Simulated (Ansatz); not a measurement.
The starting structures come from a database of crystals and need not be the phases stable at ambient conditions.

The decay constant κ of evanescent states in the gap governs leakage through a thin film.

Given:

```
CELL_PARAMETERS angstrom
      3.83227     0.00000     0.00000
      0.00000     3.83227     0.00000
      0.00000     0.00000     5.44666
ATOMIC_POSITIONS crystal
  Y  0.50000 0.00000 0.71148
  Y  0.00000 0.50000 0.28852
  O  0.00000 0.00000 0.50000
  O  0.50000 0.50000 0.50000
  F  0.50000 0.50000 0.00000
  F  0.00000 0.00000 0.00000
```

Space group of this cell: P4/nmm. The cell is taken as given; by PBEsol its mean pressure is -2.3 GPa.

Transport runs along the normal of the first two printed cell vectors, the (001) plane of the conventional cell.

The gap is the functional's own, uncorrected, and κ follows it; spin-orbit coupling is left out. Mid-gap values are interpolated between the computed energies.

### Question
Compute, with PBEsol (Ansatz, a program for electronic structure), the band gap and the smallest decay constant κ at mid-gap.

### Answer
Gap 4.93 eV on a 8×8×6 mesh; κ = 0.469 1/Å, at the zone centre.
